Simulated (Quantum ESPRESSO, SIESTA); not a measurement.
A SIESTA input for a self-consistent single point of HfNi3 (P1, 8 atoms in the cell) (DFT, GGA PBEsol, numerical atomic orbitals TZP, PseudoDojo PBEsol standard norm-conserving potentials (rewritten from UPF to PSML)):

```
# files in the folder: Hf.psml Ni.psml (PseudoDojo PBEsol standard)
SystemName  HfNi3
SystemLabel HfNi3

NumberOfAtoms                8
NumberOfSpecies              2
%block ChemicalSpeciesLabel
  1 72 Hf
  2 28 Ni
%endblock ChemicalSpeciesLabel
LatticeConstant              5.283202 Ang
%block LatticeVectors
     1.000000000    0.000000000    0.000000000
    -0.500000000    0.866025566    0.000000000
     0.000000000    0.000000000    0.814746436
%endblock LatticeVectors
AtomicCoordinatesFormat      Ang
%block AtomicCoordinatesAndAtomicSpecies
     0.017445133    3.047620193    3.230117333  1
     2.658858579    1.495177318    1.033283719  1
     0.007021375    1.378317333    1.082186803  2
     2.612738867    3.092129567    3.220367708  2
     3.996520419    0.803273419    3.251575116  2
    -1.404901151    3.841921276    1.089659363  2
     1.423545571    3.872603828    1.111706858  2
     1.255169923    0.770509065    3.198983101  2
%endblock AtomicCoordinatesAndAtomicSpecies

XC.functional                GGA
XC.authors                   PBEsol
PAO.BasisSize                TZP
PAO.EnergyShift              0.01 Ry
MeshCutoff                   400 Ry
%block kgrid.MonkhorstPack
    5   0   0  0.0
    0   5   0  0.0
    0   0   6  0.0
%endblock kgrid.MonkhorstPack
OccupationFunction           FD
ElectronicTemperature        100.0 meV

MaxSCFIterations             150
SCF.Mixer.Method             Pulay
SCF.Mixer.Weight             0.1
SCF.Mixer.History            8
SCF.DM.Tolerance             1.0E-05
Diag.ParallelOverK           true
WriteForces                  true
Charge.Mulliken              end
```

Q: Give the Quantum ESPRESSO input for the same structure, mesh, smearing and functional.

A: This is the input that was run; spellings and numerical settings could be chosen otherwise.

```fortran
&control
   calculation = 'scf'
   prefix = 'hfni3'
   outdir = './work'
   pseudo_dir = './'
   tprnfor = .true.
   tstress = .true.
/
&system
   ibrav = 0
   nat = 8
   ntyp = 2
   ecutwfc = 55
   ecutrho = 330
   occupations = 'smearing'
   smearing = 'fd'
   degauss = 0.0073499
   input_dft = 'pbesol'
/
&electrons
   conv_thr = 1.0d-10
/
ATOMIC_SPECIES
Hf   178.4900  Hf.pbe-spn-kjpaw_psl.1.0.0.UPF
Ni    58.6934  Ni.pbe-n-kjpaw_psl.1.0.0.UPF
ATOMIC_POSITIONS crystal
Hf    0.3363470000    0.6660900000    0.7504100000
Hf    0.6666600000    0.3267870000    0.2400490000
Ni    0.1519520000    0.3012460000    0.2514100000
Ni    0.8324460000    0.6758180000    0.7481450000
Ni    0.8442400000    0.1755640000    0.7553950000
Ni    0.1539280000    0.8396930000    0.2531460000
Ni    0.6926470000    0.8463990000    0.2582680000
Ni    0.3217790000    0.1684030000    0.7431770000
K_POINTS automatic
5 5 6  0 0 0
CELL_PARAMETERS angstrom
   5.2832020000     0.0000000000     0.0000000000
  -2.6416010000     4.5753880000     0.0000000000
   0.0000000000     0.0000000000     4.3044700000
```

Basis, cutoffs, solver keys and any potentials are the target program's own. This input uses DFT, PBEsol, plane waves, PSlibrary PAW (PBE) pseudopotentials.

The starting cell comes from a database of computed structures (which also holds hypothetical and non-ambient phases and stackings), without a prior relaxation at this level. Its lattice was rescaled by a random factor within 2.5 % of one. For this run, on top of that: atoms moved at random.
